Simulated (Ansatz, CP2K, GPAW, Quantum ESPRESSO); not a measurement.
**One structure in several programs: NiGePd (P4/nmm, 6 atoms in the cell)**

Self-consistent single point.

```
NiGePd
1.0
    3.66721     0.00000     0.00000
    0.00000     3.66721     0.00000
    0.00000     0.00000     6.31577
Ni Ge Pd
2 2 2
Direct
  0.50000   0.50000   0.00000
  0.00000   0.00000   0.00000
  0.50000   0.00000   0.24401
  0.00000   0.50000   0.75599
  0.50000   0.00000   0.63975
  0.00000   0.50000   0.36025
```

Shared settings, as Ansatz (a quantum-chemistry and plane-wave program) writes them: kpoints.mp_grid.grid = 6 6 4; scf.occupations.method = gaussian; scf.occupations.width = 0.0073 Ry. Potentials and cutoffs stand in the table.

| code | model | pressure (GPa) | largest force (eV/Å) | cutoff |
|---|---|---|---|---|
| Ansatz | LDA (PW92), PAW files made with PBE | -15.02 | 0.100 | 30.9 Ry |
| Quantum ESPRESSO | LDA (PZ), GBRV 1.5 ultrasoft (LDA) pseudopotentials | -14.97 | 0.106 | 50 Ry |
| GPAW | LDA (Perdew-Wang 92), GPAW PAW datasets LDA (gpaw-data 1.0.1) | -14.37 | 0.053 | 800 eV |
| CP2K | LDA (Pade form), GPW, DZVP-MOLOPT-SR-GTH basis, GTH-PADE potentials (GTH_POTENTIALS) | -18.34 | 0.130 | grid 600 Ry |

Size of the force on each atom (eV/Å): Sizes of forces hide their directions.

```csv
code,Ni1,Ni2,Ge3,Ge4,Pd5,Pd6
Ansatz,0.000,0.000,0.100,0.100,0.006,0.006
Quantum ESPRESSO,0.000,0.000,0.106,0.106,0.012,0.012
GPAW,0.000,0.000,0.053,0.053,0.019,0.019
CP2K,0.000,0.000,0.130,0.130,0.048,0.048
```

On Ansatz's run: spin polarisation is off.

The spread over the programs that give each value: pressure within 3.97 GPa; largest force within 0.077 eV/Å.

CP2K uses small atom-centred bases, whose incompleteness enters pressures, forces and empty levels differently from a plane-wave cutoff. Ansatz's pressure is given at a fixed set of plane waves, as the other plane-wave codes print theirs; with its correction for the finite basis it is -14.96 GPa. The same LDA comes in different parametrisations, which differ slightly. In the pressure, CP2K (by 3.37) lies more than 1 GPa from the median of the plane-wave programs. In the force vectors, CP2K (by 0.230) lies more than 0.08 eV/Å from the median of the plane-wave programs.

The starting cell comes from a database of computed structures (which also holds hypothetical and non-ambient phases and stackings), without a prior relaxation at this level. Its lattice was rescaled by a random factor within 2.5 % of one.

Left out of this page: Elk (not drawn, or without a comparable value).

Keys are those of Ansatz 0.2.
